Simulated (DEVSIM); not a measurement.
Structure: Schottky contact on n-type GaSb, at 250 K.

Layer 1 from the left is GaSb, thickness (μm) 0.520, Nd (cm⁻³) 2.5e15, τn (s) 6.2e-10, τp (s) 6.2e-10.

Left contact: Schottky, work function 4.51 eV, emission velocity 3.8e6 cm/s. Right contact: ohmic. Voltage is applied to the left contact. Recombination: SRH at mid-gap, Auger. Mobility is μmin + (μ − μmin)/(1 + (N/Nref)^α).

Constants are typed, rounded textbook-type inputs, not results; the design itself was drawn at random and stands for no fabricated device. Values at 300 K; Nc and Nv go as T^1.5, mobilities as T to minus their exponent, the gap by Varshni's rule with the affinity fixed.

GaSb: gap (eV) 0.726, affinity (eV) 4.06, permittivity 15.7, Nc (cm⁻³) 2.1e17, Nv (cm⁻³) 1.8e19, μn (cm²/Vs) 5000, μp (cm²/Vs) 850, μn,min 1000, μp,min 190, Nref,n 2.8e17, Nref,p 9e17, αn 1.05, αp 0.65, T exponent of μn 2, T exponent of μp 1.7, Cn (cm⁶/s) 5e-30, Cp (cm⁶/s) 5e-30, Varshni α (eV/K) 0.00042, Varshni β (K) 140.

Simulated with DEVSIM: 1D drift-diffusion, Boltzmann statistics, complete ionisation; no tunnelling, impact ionisation, image-force lowering or self-heating. Metal contacts follow the ideal Schottky-Mott rule: no Fermi-level pinning, no interface dipoles.

Dark forward current:

```
|V| (V)  |J| (A/cm²)
-------  -----------
0.05       0.0008230
0.10        0.008506
0.15         0.08414
0.20          0.8384
0.25           8.298
0.30           77.33
0.35           537.2
0.40            1957
0.45            4172
```

Task: Work out the local ideality factor n = ΔV / (kT/q · ln(J2/J1)) between the rows 0.10 and 0.15 V, 0.15 and 0.20 V, 0.40 and 0.45 V.

Result: kT/q = 21.54 mV. From 0.10 to 0.15 V: ln(0.08414/0.008506) = 2.292, n = 1.01, near the 1 of diffusion or emission over a barrier. From 0.15 to 0.20 V: ln(0.8384/0.08414) = 2.299, n = 1.01, near the 1 of diffusion or emission over a barrier. From 0.40 to 0.45 V: ln(4172/1957) = 0.757, n = 3.07; the layers' resistance at their doping, Σ W/(qμN) = 1.8e-5 Ω cm², would take 40 mV of this step of 50 mV.

Task: Estimate the current at 0.20 V for emission alone, J0 = q v N_band exp(−φB/kT), and read the barrier back from the simulated current.

Result: φB = 0.450 eV, N_band = 1.60e17 cm⁻³, J0 = 8.22e-5 A/cm²; J = J0 (exp(qV/kT) − 1) = 0.886 A/cm². The simulation gives 0.838 A/cm²; the estimate lies 5.7 % above. Read backwards, the simulated current gives an apparent barrier of 0.451 eV. The estimate leaves out transport through the depletion region and minority injection.
